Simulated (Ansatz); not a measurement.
The parent structure is ZrRuAs (space group P-62m, No. 189; a cell from a computed database, its experimental status unchecked).

```xyz
9
Lattice="6.5506 0.0000 0.0000 -3.2753 5.6730 0.0000 0.0000 0.0000 3.8908" Properties=species:S:1:pos:R:3 pbc="T T T"
Zr     1.3682     2.3697     1.9454
Zr    -1.9072     3.3033     1.9454
Zr     3.8143     0.0000     1.9454
As     0.0000     0.0000     1.9454
As     3.2753     1.8910     0.0000
As     0.0000     3.7820     0.0000
Ru    -0.7971     1.3807     0.0000
Ru     1.5943     0.0000     0.0000
Ru     2.4782     4.2923     0.0000
```

Cartesian axes are those of the cell as printed.

Method: PBEsol (Ansatz, an electronic-structure program; PAW; 420 eV plane waves; no SOC).

Strains are applied to the cell and any free atomic positions relax.

One change was made to it. Results:

The energy rises by 6.2 meV/atom; the pressure (mean of the normal stresses, compression positive) goes from zero to 0.2 GPa; the shortest interatomic distance falls by 0.022 Å, from 2.515 Å to 2.493 Å.

Name the change that was made.
A. tensor shear ε_xy = +1.78 %
B. isotropic strain −2.46 %
C. tensor shear ε_yz = +1.80 %

A, tensor shear ε_xy = +1.78 %. For comparison, the shortest interatomic distance in the other runs: isotropic strain −2.46 % gives 2.457 Å; tensor shear ε_yz = +1.80 % gives 2.484 Å.

Without a gap, meshes like the base's 8×8×12 leave anisotropic stresses uncertain by several tenths of a GPa, and small strain energies with them. Stability against distortions was not tested. The final runs are not spin-polarised. An odd electron count without spin: ZrRuAs.
